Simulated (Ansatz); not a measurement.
Model: Si(111) 1x1 surface, 6 top atoms, 3 bilayers, bottom bilayer H-capped and fixed, every top atom capped by H; cell 11.5 x 6.6 Å; two neighbouring H replaced by SH; about 7 Å thick over the host's atoms, 18 atoms held. Level of theory: PBE-D3(BJ) (plane waves to 420 eV, PAW; Ansatz, a quantum-chemistry and plane-wave program). k mesh 1 x 2 x 1. The slab states were run without spin polarisation. A thicker slab, a larger cell or a denser mesh can move such energies by a tenth of an eV or more. No zero-point or entropy terms are included. Each state was relaxed from one prepared geometry.

End state of this step: SiF4 exchanges a ligand with a surface S-H group and HF forms. Atoms near the product:

| atom | x (Å) | y (Å) | z (Å) |
|---|---|---|---|
| Si(30) | 7.697 | 6.657 | 9.514 |
| H(44) | 7.752 | 6.633 | 11.007 |
| H(45) | 9.678 | 3.380 | 10.996 |
| S(46) | 5.286 | 3.691 | 11.610 |
| H(47) | 6.952 | 6.020 | 13.163 |
| Si(a0) | 6.421 | 9.057 | 12.819 |
| F(a1) | 7.599 | 5.372 | 13.382 |
| F(a2) | 7.973 | 9.009 | 12.490 |
| F(a3) | 5.946 | 7.517 | 12.712 |
| F(a4) | 6.201 | 9.457 | 14.333 |

Question: What energy does it take to move HF into the gas, one a cell, with the surface relaxed behind it, and what are its closest contacts before it leaves?

Answer: 0.23 eV. Its closest contacts to the rest of the cell: H(47)...F(a3) 1.86 Å, H(47)...H(44) 2.38 Å, F(a1)...H(44) 2.69 Å.
